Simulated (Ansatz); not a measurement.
Input:

```yaml
crystal:
  lattice:
    - [-2.71213, 2.71213, 5.27453]
    - [2.71213, -2.71213, 5.27453]
    - [2.71213, 2.71213, -5.27453]
  atoms:
    - { symbol: Zn, position: [0.00000, 0.00000, 0.00000] }
    - { symbol: Zn, position: [0.75000, 0.25000, 0.50000] }
    - { symbol: Ge, position: [0.50000, 0.50000, 0.00000] }
    - { symbol: Ge, position: [0.25000, 0.75000, 0.50000] }
    - { symbol: P, position: [0.87500, 0.87334, 0.49834] }
    - { symbol: P, position: [0.12666, 0.62500, 0.00166] }
    - { symbol: P, position: [0.37500, 0.37666, 0.50166] }
    - { symbol: P, position: [0.62334, 0.12500, 0.99834] }
```

No spin polarisation.

Method: PBEsol (Ansatz, a first-principles code; PAW; 420 eV plane waves; no SOC). Γ-centred 9×9×9 mesh, Fermi–Dirac width 0.05 eV.

Predict the band gap and valence-band top at Γ.

The band gap comes out as 1.02 eV and the valence-band top at Γ (three highest levels, from the VBM) is 0.00, -0.15, -0.15 eV.

The cells carry an imposed strain or load. Stability against distortions was not tested. The cell was made from ZnGeP2 in the chalcopyrite structure (space group I-42d, No. 122) by this change: uniaxial strain ε_zz = −1.50 %.
